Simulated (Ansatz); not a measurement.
**CdGaNO (model structure, started from the AlSiCN type, P3m1, No. 156, 4 atoms in the cell)**

Computed with r²SCAN (Ansatz, a quantum-chemistry and plane-wave program, plane waves, PAW).

Run with plane-wave cutoff 560 eV, 18×18×10 k mesh (along the axes of the cell as run), Fermi–Dirac smearing 0.05 eV, scalar-relativistic PAW data made under PBE.

Cell (relaxed at this level):

Space group P3m1 (No. 156); a = 3.286 Å, b = 3.286 Å, c = 5.699 Å, α = 90.00°, β = 90.00°, γ = 120.00°

```json
[
 {"atom": "Ga", "site": "1b", "symmetry": "3m.", "x": "0.3333", "y": "0.6667", "z": "0.5013"},
 {"atom": "Cd", "site": "1c", "symmetry": "3m.", "x": "0.6667", "y": "0.3333", "z": "0.9805"},
 {"atom": "O", "site": "1b", "symmetry": "3m.", "x": "0.3333", "y": "0.6667", "z": "0.1720"},
 {"atom": "N", "site": "1c", "symmetry": "3m.", "x": "0.6667", "y": "0.3333", "z": "0.5962"}
]
```

For CdGaNO (model structure, started from the AlSiCN type, P3m1, No. 156, 4 atoms in the cell), the band gap is 0.87 eV (on the SCF k mesh) and the bulk modulus is 144 GPa.

Note: the bulk modulus is −V dP/dV from two relaxed cells at ±2 % in volume; the relaxation could raise the start's symmetry but not lower it, so the cell can be a saddle point.

Spin–orbit coupling is not included.

Static lattice: no zero-point or thermal effects.

The result took roughly 20 core-minutes.

A model structure was made by putting elements into a prototype or built by hand; it is no filed structure, need not be a known phase, and can be a saddle point held by its symmetry.
